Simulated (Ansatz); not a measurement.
NbAs2 (model structure, started from the MoP2 type, Cmc2₁, No. 36, 6 atoms in the cell): cohesive energy by level of theory

No measured value is used here.

```tsv
level (code)	value (eV/atom)	cell (Å³/atom)
LDA (Ansatz)	5.97	17.61
PBEsol (Ansatz)	5.30	17.93
r²SCAN (Ansatz)	4.54	18.51
r²SCAN+rVV10 (Ansatz)	4.80	18.33
```

Free atoms are spin-polarised, in the lowest state found; at levels without +SOC their spin–orbit coupling is left out.  PBEsol: the free atom's electronic state is in doubt. Each level is taken at its own relaxed cell. Cutoffs differ between the levels. Ansatz's density-functional and Hartree–Fock values are scalar-relativistic unless marked +SOC, with PAW data made under PBE.

A model structure was made by putting elements into a prototype or built by hand; it is no filed structure, need not be a known phase, and can be a saddle point held by its symmetry.

Ansatz is an electronic-structure program.
